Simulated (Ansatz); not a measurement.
Take CaF₂ in the fluorite structure (space group Fm-3m, No. 225; a = 5.4206 Å) as the base.

Now apply this change: a hydrostatic pressure of 0.7 GPa.

Levels (all Ansatz, a program for electronic structure, PAW): PBEsol (420 eV, no spin-orbit coupling); r2SCAN (500 eV, no spin-orbit coupling); HSE06 (420 eV, no spin-orbit coupling).

One geometry, relaxed with PBEsol, under each level:

```csv
level,band gap,lowest conduction level above the VBM at special points,electron mass,pressure
PBEsol,7.29 eV,Γ 7.29 eV; X 8.11 eV; U 8.38 eV; K 8.38 eV,0.55 mₑ (at Γ),0.70 GPa
r2SCAN,8.14 eV,Γ 8.14 eV; X 8.84 eV; U 9.12 eV; K 9.12 eV,0.56 mₑ (at Γ),1.70 GPa
HSE06,9.57 eV,Γ 9.57 eV; X 10.55 eV; U 10.84 eV,–,–
```

Single points use the geometry relaxed with PBEsol. Their cutoffs differ, which shifts pressures a little. The hybrid gap comes from the SCF mesh plus the semilocal run's edge points and a few special points and is an upper bound. Load acts through the strain it causes; cell and atoms are relaxed under it. Effective masses come from finite differences of ±0.01 Å⁻¹. Whether these cells are dynamically stable was not tested.
